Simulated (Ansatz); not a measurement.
## InP (model structure, started from the CsCl type, Pm-3m, No. 221, 2 atoms in the cell): lattice parameter a by level of theory

No measured value is used here.

```csv
level (code),value (Å)
PBE (Ansatz),3.447
PBEsol (Ansatz),…
PBE-D3(BJ) (Ansatz),3.394
r²SCAN (Ansatz),3.424
```

### Question
Complete the blanks.

### Answer

- PBEsol (Ansatz, a quantum-chemistry and plane-wave program), value (Å): 3.387

Ansatz's density-functional and Hartree–Fock values are scalar-relativistic unless marked +SOC, with PAW data made under PBE.

A model structure was made by putting elements into a prototype or built by hand; it is no filed structure, need not be a known phase, and can be a saddle point held by its symmetry.
